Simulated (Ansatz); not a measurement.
The starting structures come from a database of crystals and need not be the phases stable at ambient conditions.

Given:

```xyz
7
Lattice="8.3898 0.0000 0.0000 -4.1949 7.2658 0.0000 4.1949 2.4219 3.4251" Properties=species:S:1:pos:R:3 pbc="T T T"
Ca     6.2923     1.2110     1.7126
Ca     4.1949     4.8438     1.7126
Ca     2.0974     1.2110     1.7126
As     0.0000     0.0000     0.0000
Br     2.0974     3.6329     0.0000
Br     4.1949     0.0000     0.0000
Br    -2.0974     3.6329     0.0000
```

Space group of this cell: Pm-3m. The cell is taken as given.

Transport runs along the normal of the first two printed cell vectors, the (111) plane of the conventional cell.

The gap is the functional's own, uncorrected, and κ follows it; spin-orbit coupling is left out. Mid-gap values are interpolated between the computed energies.

Q: Give the band gap and the smallest decay constant κ at mid-gap that r2SCAN (Ansatz, an electronic-structure program) yields.

A: Gap 2.02 eV on a 10×10×10 mesh; κ = 0.183 1/Å, at the zone centre.
